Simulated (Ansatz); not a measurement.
The decay constant κ of evanescent states in the gap governs leakage through a thin film.

Given:

```xyz
6
Lattice="2.9592 0.0000 0.0000 0.0000 4.5998 0.0000 0.0000 0.0000 4.5998" Properties=species:S:1:pos:R:3 pbc="T T T"
Ti     0.0000     2.2999     2.2999
Ti     1.4796     0.0000     0.0000
O      1.4796     3.2000     3.2000
O      1.4796     1.3998     1.3998
O      0.0000     0.9001     3.6997
O      0.0000     3.6997     0.9001
```

The cell is taken as given; by r2SCAN it stands under a pressure of -1.0 GPa.

Transport runs along the normal of the first two printed cell vectors, the (100) plane of the conventional cell.

The gap is the functional's own, uncorrected, and κ follows it; spin-orbit coupling is left out. Mid-gap means the computed energy nearest the middle.

Problem. Estimate the band gap and the smallest decay constant κ at mid-gap that r2SCAN (Ansatz, an electronic-structure program) returns for this system.

Solution. Gap 2.20 eV on a 10×8×8 mesh; κ = 0.321 1/Å, at (0.500, 0.000) of the in-plane reciprocal vectors. At the zone centre the slowest state has κ = 0.32 1/Å.
